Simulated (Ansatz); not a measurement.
Base system: BaF$_{2}$ in the fluorite structure (space group Fm-3m, No. 225; a = 6.2463 Å).

Method: PBE/PAW in Ansatz (a program for electronic structure), no SOC.

The change: Ca takes the place of Ba on all its sites; the structure is relaxed again.

Measured band gap: BaF2 10.5 eV (temperature not stated; as listed in Andrés Aguado et al., Journal of the Physical Society of Japan (1999)); CaF2 11.8 eV (temperature not stated; as listed in E. Cadelano, G. Cappellini, The European Physical Journal B (2011)).

Measured lattice parameter a: BaF2 6.2001 Å (temperature not stated; as listed in "Second edition. Interscience Publishers, Fluorite structure" Wyckoff, R. W. G. (1963)); CaF2 5.466 Å (temperature not stated; as listed in M. Råsander, M. A. Moram, The Journal of Chemical Physics (2015)).

Q: How well does PBE reproduce the measured shift?

A: With PBE the band gap moves by +0.41 eV (6.73 → 7.14) against +1.30 eV measured; the lattice parameter a moves by -0.735 Å (6.246 → 5.511) against -0.734 Å measured.

No phonon test of stability was made.
